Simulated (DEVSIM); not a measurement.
Device: Ru/Al2O3/p-Ge capacitor, at 300 K.

```tsv
layer (left to right)	material	thickness (nm)	Na (cm⁻³)
1	Al2O3	5.60	-
2	Ge	1100	3.1e17
```

Metal gate on the left, work function 4.7 eV. Fixed charge at the semiconductor interface 1.3e10 cm⁻² (in units of +e); no interface traps.

The device is made up for the run: typed textbook-type constants, with dimensions and the other settings drawn at random. Values at 300 K.

```tsv
parameter	Al2O3	Ge
gap (eV)	6.8	0.664
affinity (eV)	1.35	4
permittivity	9	16
Nc (cm⁻³)	-	1.04e19
Nv (cm⁻³)	-	6e18
```

Model (solved in DEVSIM): 1D Poisson equation in equilibrium, Boltzmann statistics, complete ionisation; no quantum confinement or tunnelling. Metal contacts follow the ideal Schottky-Mott rule: no Fermi-level pinning, no interface dipoles.

The substrate doping was swept, all else fixed.

| substrate doping (cm^-3) | threshold voltage (band bending 2φF) (V) | flat-band voltage (V) | minimum of the low-frequency capacitance (μF/cm²) |
|---|---|---|---|
| 1.6e16 | 0.57 | 0.19 | 0.0862 |
| 3.1e16 | 0.60 | 0.17 | 0.110 |
| 6.2e16 | 0.64 | 0.15 | 0.142 |
| 1.6e17 | ___ | 0.13 | ___ |
| 3.1e17 | 0.79 | 0.11 | 0.258 |
| 6.2e17 | 0.90 | 0.09 | 0.328 |

Question: Some entries are withheld; supply them.

Answer: 
- 1.6e17, threshold voltage (band bending 2φF) (V): 0.72
- 1.6e17, minimum of the low-frequency capacitance (μF/cm²): 0.203
